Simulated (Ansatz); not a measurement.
# Effect of pressure 15 GPa on InP

The parent structure is InP in the zinc blende structure (space group F-43m, No. 216; a = 5.960 Å).

It is then changed as follows: cell and atoms relaxed at a pressure of 15 GPa.

Calculations: Ansatz (an electronic-structure program) PBE, without spin-orbit coupling. k-mesh 10×10×10 (Γ-centred); smearing 0.05 eV (Fermi–Dirac).

The density goes up by 0.848 g/cm³ to 5.42 g/cm³ and the lattice parameter a shrinks by 0.3285 Å to 5.631 Å. The shortest interatomic distance drops by 0.1422 Å, from 2.581 Å to 2.438 Å and the enthalpy H = E + PV relative to the base's energy amounts to +2.25 eV/atom. The band gap increases by 0.915 eV, from 0.44 eV to 1.36 eV and the gap character stays direct at Γ. The width of the top valence band rises by 0.80 eV to 3.49 eV and the electron mass becomes 0.099 mₑ (at Γ) (base: 0.037 mₑ (at Γ)). The valley order (the lowest conduction-band minima on the path, energy above the VBM, named in the base's zone) changes from Γ 0.44 eV; L along ⟨111⟩ 1.38 eV; X along ⟨100⟩ 1.85 eV to Γ 1.36 eV; X along ⟨100⟩ 1.53 eV; L along ⟨111⟩ 1.78 eV.

Load acts through the strain it causes; cell and atoms are relaxed under it. Effective masses come from finite differences of ±0.01 Å⁻¹. Stability against distortions was not tested. Measured, InP leaves this structure (for rock salt) near 9.8 GPa (temperature not stated; as listed in Datta, Sujoy, Jana, Debnarayan, arXiv (2020)).
